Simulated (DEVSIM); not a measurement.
System: Si p+/n-/n+ power diode, at 300 K.

| layer (left to right) | material | thickness (μm) | Nd (cm⁻³) | Na (cm⁻³) | τn (s) | τp (s) |
|---|---|---|---|---|---|---|
| 1 | Si | 1.70 | - | 3.4e18 | 1.4e-6 | 1.4e-6 |
| 2 | Si | 3.90 | 1.2e14 | - | 1.4e-6 | 1.4e-6 |
| 3 | Si | 4.70 | 1.6e18 | - | 1.4e-6 | 1.4e-6 |

Left contact: ohmic. Right contact: ohmic. Voltage is applied to the left contact. Recombination: SRH at mid-gap. Mobility is μmin + (μ − μmin)/(1 + (N/Nref)^α).

This is a model device: material constants are rounded textbook-type values typed into the input, and sizes, dopings and lifetimes were drawn at random. Values at 300 K. The table also holds parameters that only a changed run uses.

```
parameter           Si
-------------  -------
gap (eV)         1.124
affinity (eV)     4.05
permittivity      11.7
Nc (cm⁻³)      2.86e19
Nv (cm⁻³)       3.1e19
μn (cm²/Vs)       1417
μp (cm²/Vs)        470
μn,min              52
μp,min              45
Nref,n          9.7e16
Nref,p          2.2e17
αn                0.68
αp                0.72
Cn (cm⁶/s)     2.8e-31
Cp (cm⁶/s)     9.9e-32
```

Simulated with DEVSIM: 1D drift-diffusion, Boltzmann statistics, complete ionisation; no tunnelling, impact ionisation, image-force lowering or self-heating.

Base results: dark forward voltage at 1 A/cm² (V) 0.740; dark forward voltage at 100 A/cm² (V) 0.873.

Question: What follows from this one change: thickness of layer 1 1.7 → 8.5 μm?

Answer: dark forward voltage at 1 A/cm² 0.740 → 0.753 V; dark forward voltage at 100 A/cm² 0.873 → 0.891 V.

Question: What follows from this one change: minority lifetime in layer 2 1.4e-06 → 4.2e-06 s?

Answer: dark forward voltage at 1 A/cm² 0.740 → 0.747 V; dark forward voltage at 100 A/cm² little changed (0.873 V).

Question: What follows from this one change: thickness of layer 3 4.7 → 8 μm?

Answer: dark forward voltage at 1 A/cm² little changed (0.743 V); dark forward voltage at 100 A/cm² 0.873 → 0.877 V.

Question: What follows from this one change: constant mobility in place of the doping-dependent one?

Answer: dark forward voltage at 1 A/cm² 0.740 → 0.699 V; dark forward voltage at 100 A/cm² 0.873 → 0.824 V.
